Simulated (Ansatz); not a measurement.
# Zr, response to strain

Consider Zr in the hcp (Mg type) structure (space group P6_3/mmc, No. 194; a = 3.244 Å, c = 5.158 Å; relaxed with 0.1 eV smearing). Axes: x lies along a and z along c of the hexagonal cell.

Strains are applied to the cell and any free atomic positions relax; under biaxial strain the out-of-plane vector relaxes too.

Level of theory: r2SCAN (Ansatz, an electronic-structure program), no spin-orbit coupling.

Notes on the quantities. in-plane stress: mean in-plane stress (compression positive).

```tsv
change	in-plane stress	volume per atom
base	–	23.51 Å³
biaxial strain −3.00 %, plane normal [001], relaxed out of plane	+5.1 GPa	22.68 Å³
biaxial strain −2.50 %, plane normal [001], relaxed out of plane	+4.3 GPa	22.81 Å³
biaxial strain −2.00 %, plane normal [001], relaxed out of plane	+3.4 GPa	22.94 Å³
biaxial strain −1.50 %, plane normal [001], relaxed out of plane	+2.6 GPa	23.08 Å³
biaxial strain −1.00 %, plane normal [001], relaxed out of plane	+1.7 GPa	23.22 Å³
biaxial strain −0.50 %, plane normal [001], relaxed out of plane	+0.9 GPa	23.36 Å³
```

Whether these cells are dynamically stable was not tested. The final runs are not spin-polarised.
